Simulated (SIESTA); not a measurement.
**A short convergence ladder for Ge2Mo (I4mm, 3 atoms in the cell)**

```
Ge2Mo
1.0
   -1.66840     1.66840     4.11366
    1.66840    -1.66840     4.11366
    1.66840     1.66840    -4.11366
Ge Mo
2 1
Cartesian
  0.00000   0.00000   5.49376
  0.00000   0.00000   2.78355
  0.00000   0.00000   0.00000
```

Base method: LDA PW92, numerical atomic orbitals TZP, PseudoDojo LDA standard norm-conserving potentials (rewritten from UPF to PSML) (SIESTA).

Base settings: XC.functional = LDA; XC.authors = PW92; potentials = PseudoDojo LDA standard; PAO.BasisSize = TZP; PAO.EnergyShift = 0.005 Ry; MeshCutoff = 300 Ry; kgrid.MonkhorstPack = 6 6 6; OccupationFunction = MP; OccupationMPOrder = 0; ElectronicTemperature = 1160.45 K.

**The k-point mesh**

Only quantities that move along the ladder and can be compared are tabulated.

```csv
kgrid.MonkhorstPack,free energy less the last step's (meV/atom),pressure (GPa),largest difference of a force vector from the last step's (eV/Å)
2 2 2,67.49,-5.84,0.129
3 3 3,60.51,-4.93,0.335
4 4 4,1.33,-6.23,0.131
6 6 6,-1.19,-6.22,0.044
7 7 7,0.00,-6.27,0.000
```

Coarsest kgrid.MonkhorstPack that holds the free energy within 5 meV/atom of the last step, with all finer ones: 4 4 4; the step before is off by 61 meV/atom.

Coarsest kgrid.MonkhorstPack that holds the forces within 0.02 eV/Å: not settled: the last two steps still differ by 0.044 eV/Å, over half the tolerance, so the ladder does not show it.

Coarsest kgrid.MonkhorstPack that holds the pressure within 0.1 GPa of the last step, with all finer ones: 4 4 4; the step before is off by 1.3 GPa.

On the base run: the starting cell comes from a database of computed structures (which also holds hypothetical and non-ambient phases and stackings), without a prior relaxation at this level. Its lattice was rescaled by up to half a per cent. One atom was moved a little off its site on purpose. Spin polarisation is off. Values carry the incompleteness of an atom-centred basis. In the base run, with a pressure of about -6 GPa the cell is away from its equilibrium volume at this level.
